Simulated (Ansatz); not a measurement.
**Effect of biaxial strain −1.00 %, plane normal [001], relaxed out of plane on TiC**

Base system: TiC in the rock salt structure (space group Fm-3m, No. 225; a = 4.328 Å; relaxed with 0.1 eV smearing). Axes: x, y, z lie along the cube axes.

One thing is altered: biaxial strain −1.00 %, plane normal [001], relaxed out of plane (Cartesian); in-plane vectors clamped, the third vector and the atoms free.

The values are results of Ansatz (a first-principles code), r2SCAN, PAW, cutoff 500 eV, without spin-orbit coupling, not measurements. Γ-centred 23×23×23 mesh, Fermi–Dirac width 0.1 eV.

| quantity | base | changed | shift |
|---|---|---|---|
| volume per atom | 10.13 Å³ | 9.98 Å³ | -0.15 Å³ |
| space group | Fm-3m (No. 225) | I4/mmm (No. 139) | – |
| shortest interatomic distance | 2.164 Å | 2.142 Å | -0.022 Å |
| energy relative to the base (free energy F) | 0 meV/atom | +3.9 meV/atom | +3.9 meV/atom |
| pressure (mean of the normal stresses, compression positive) | 0.0 GPa | 4.2 GPa | +4.2 GPa |
| band gap | zero | zero | – |
| out-of-plane strain | – | +0.50 % | – |
| ratio −ε⊥/ε∥ | – | 0.50 | – |
| mean in-plane stress (compression positive) | – | +6.3 GPa | – |

Whether these cells are dynamically stable was not tested. All final runs are without spin polarisation.
